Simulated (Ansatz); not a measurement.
**Band gap (eV)**

Cell A: CaO (rock salt, Fm-3m), 2 atoms in the cell, k-point mesh 12×12×12 on the run's own vectors. Conventional cell: a = b = c = 4.8301 Å, α = β = γ = 90.00°.

Cell B: CaF2 (fluorite, Fm-3m), 3 atoms in the cell, k-point mesh 10×10×10 on the run's own vectors. Conventional cell: a = 5.512 Å, b = 5.512 Å, c = 5.512 Å, α = 90.00°, β = 90.00°, γ = 90.00°.

Computed with Ansatz (plane waves, PAW), its PAW set soft_1, cutoff 420 eV, 500 eV for r2SCAN. The structures are at rest with PBE; other levels are single points on them. Neutral cells; Fermi-Dirac smearing of at most 0.05 eV in the solids, energies taken to zero width. The lattices are those relaxed with PBE, so at other levels the solids can be strained, which adds to the spread. A dispersion term ran beside these levels; it doesn't touch the electrons. Gaps are highest filled to lowest empty Kohn-Sham level on the run's k-point mesh, states of defects and surfaces included; edges off the mesh make the true gap smaller, and under 0.08 eV counts as none.

| system | PBE | r2SCAN |
|---|---|---|
| A | 3.66 (indirect) | 4.20 (indirect) |
| B | 7.14 (indirect) | [?] |

**Question.** Complete the blanks.

**Answer.** 
- B, r2SCAN: 7.80 (indirect)

Ansatz is a quantum-chemistry and plane-wave program.
